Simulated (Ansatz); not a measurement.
## ZnS: response to strain

The parent structure is ZnS in the zinc blende structure (space group F-43m, No. 216).

```yaml
crystal:
  lattice:
    - [0.00000, 2.72172, 2.72172]
    - [2.72172, 0.00000, 2.72172]
    - [2.72172, 2.72172, 0.00000]
  atoms:
    - { symbol: Zn, position: [0.00000, 0.00000, 0.00000] }
    - { symbol: S, position: [0.25000, 0.25000, 0.25000] }
```

Strains are applied to the cell and any free atomic positions relax.

Calculations: PBE/PAW in Ansatz (an electronic-structure program), no SOC.

| isotropic strain (%) | pressure (GPa) |
|---|---|
| -3 | 7.8 |
| -2.5 | 6.3 |
| -1 | 2.2 |
| 0 | 0.0 |
| 0.5 | -1.0 |
| 1 | -1.9 |
| 1.5 | -2.8 |
| 2.5 | ? |
| 3 | -5.1 |

Q: Fit P = P₀ − Bδ + Cδ² with δ = (1 + ε)³ − 1 to the rows shown and predict the withheld row.

A: Least squares on the printed values gives P₀ = 0.0 GPa, B = 72.0 GPa, C = 187 GPa (largest residual 0.1 GPa); this predicts -4.4 GPa, and the run gives -4.4 GPa, in agreement.

No phonon test of stability was made.
